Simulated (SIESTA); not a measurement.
SIESTA run on ZnInGaO₄ (R3m, 7 atoms in the cell): self-consistent single point.

Level of theory: GGA PBE, numerical atomic orbitals DZP, PseudoDojo PBE standard norm-conserving potentials (rewritten from UPF to PSML) run with SIESTA 5.4.2.

The change in words: lattice scaled by 0.98. Reference geometry:
```
ZnInGaO4
1.0
    1.67814     0.96888     8.85163
   -1.67814     0.96888     8.85163
    0.00000    -1.93775     8.85163
In Ga Zn O
1 1 1 4
Direct
  0.00000   0.00000   0.00000
  0.78290   0.78290   0.78290
  0.21710   0.21710   0.21710
  0.87180   0.87180   0.87180
  0.12820   0.12820   0.12820
  0.70720   0.70720   0.70720
  0.29280   0.29280   0.29280
```

Reference input (self-consistent single point, DFT, GGA PBE, numerical atomic orbitals DZP, PseudoDojo PBE standard norm-conserving potentials (rewritten from UPF to PSML)): XC.functional = GGA; XC.authors = PBE; potentials = PseudoDojo PBE standard; PAO.BasisSize = DZP; PAO.EnergyShift = 0.005 Ry; MeshCutoff = 300 Ry; kgrid.MonkhorstPack = 7 7 7; OccupationFunction = FD; ElectronicTemperature = 100 meV; MaxSCFIterations = 150; SCF.Mixer.Method = Pulay; SCF.Mixer.Weight = 0.25. This run's input differs from it in these lines:

```diff
@@ -14,5 +14,5 @@
 %block LatticeVectors
-     3.171230668    1.830912178   16.727164015
-    -3.171230668    1.830912178   16.727164015
-     0.000000000   -3.661822467   16.727164015
+     3.107805790    1.794293066   16.392620130
+    -3.107805790    1.794293066   16.392620130
+     0.000000000   -3.588586131   16.392620130
 %endblock LatticeVectors
@@ -21,8 +21,8 @@
      0.000000000    0.000000000    0.000000000  1
-     0.000000000    0.000000783   20.789832776  2
-     0.000000000    0.000000217    5.765069224  3
-    -0.000000000    0.000000872   23.150563564  4
-    -0.000000000    0.000000128    3.404338436  4
-    -0.000000000    0.000000707   18.779626694  4
-    -0.000000000    0.000000293    7.775275306  4
+     0.000000000    0.000000000   20.374035369  2
+     0.000000000    0.000000000    5.649767631  3
+     0.000000000   -0.000000000   22.687551455  4
+    -0.000000000    0.000000000    3.336251545  4
+    -0.000000000   -0.000000000   18.404033482  4
+    -0.000000000    0.000000000    7.619769518  4
 %endblock AtomicCoordinatesAndAtomicSpecies
```

Output, abridged:

```
        iscf     Eharris(eV)        E_KS(eV)     FreeEng(eV)     dDmax    Ef(eV) dHmax(eV)
   scf:    1   -11102.276838   -11287.514203   -11287.739007  1.719957 -1.764261 70.207272
   scf:    2   -11323.834438   -11362.746551   -11362.773705  0.988189 -3.971355 22.694312
   scf:    3   -11381.512760   -11374.316314   -11374.316393  0.566233 -5.178775 10.873499
   scf:    4   -11377.253361   -11376.065269   -11376.065669  0.124619 -5.093690  4.547050
   scf:    5   -11376.533941   -11376.347633   -11376.350333  0.066565 -4.859920  1.533485
   [... 4 lines left out ...]
   scf:   10   -11376.385500   -11376.385544   -11376.390873  0.000601 -4.700215  0.015388
   scf:   11   -11376.385593   -11376.385571   -11376.390881  0.000551 -4.701788  0.002658
   scf:   12   -11376.385564   -11376.385568   -11376.390881  0.000208 -4.700966  0.000495
   scf:   13   -11376.385569   -11376.385568   -11376.390881  0.000022 -4.700941  0.000259
SCF Convergence by DM+H criterion
max |DM_out - DM_in|         :     0.0000222947
max |H_out - H_in|      (eV) :     0.0002591082
SCF cycle converged after 13 iterations

Using DM_out to compute the final energy and forces

siesta: E_KS(eV) =           -11376.3856

siesta: E_KS - E_eggbox =    -11376.3856

siesta: Atomic forces (eV/Ang):
     1   -0.000000   -0.000000   -1.589672
     2   -0.000000    0.000002    1.099184
     3   -0.000000   -0.000004    0.253295
     4    0.000000    0.000006   -1.867975
     5   -0.000000   -0.000004   -0.940720
     6   -0.000000    0.000002    1.952948
     7    0.000000   -0.000001    1.097962
   Tot   -0.000000    0.000000    0.005022
   Max    1.952948
   Res    0.792622    sqrt( Sum f_i^2 / 3N )
   Max    1.952948    constrained

   [... lines left out ...]
siesta: FreeEng =    -11376.390881
   [... lines left out ...]
siesta:    -0.094876    0.000000   -0.000000
siesta:    -0.000000   -0.094875    0.000000
siesta:     0.000000    0.000000   -0.032982

siesta: Cell volume =         81.273745 Ang**3

siesta: Pressure (static):
siesta:                Solid            Molecule  Units
siesta:           0.00080863         -0.00019912  Ry/Bohr**3
siesta:           0.07424456         -0.01828197  eV/Ang**3
siesta:         118.95289687        -29.29094898  kBar
```

The run converged in 13 iterations. Against the reference run the free energy goes up by 27.5 meV/atom, the pressure goes from 0.96 to 11.90 GPa and the largest force goes from 1.683 to 1.953 eV/Å.

The starting cell was generated: these elements placed on a structure prototype, without a prior relaxation; it need not be a known phase or ordering of this composition. Its lattice was rescaled by a random factor within 2.5 % of one. For this run, on top of that: lattice scaled by 0.98. Values carry the incompleteness of an atom-centred basis. With a pressure of about 12 GPa the cell is away from its equilibrium volume at this level. Forces in this geometry exceed 1 eV/Å. The run gives no clean gap (levels at the Fermi energy touch, overlap or are partly filled at this smearing), which alone does not show that the compound is a metal.

Cost on one core of a shared machine: roughly 7 min.
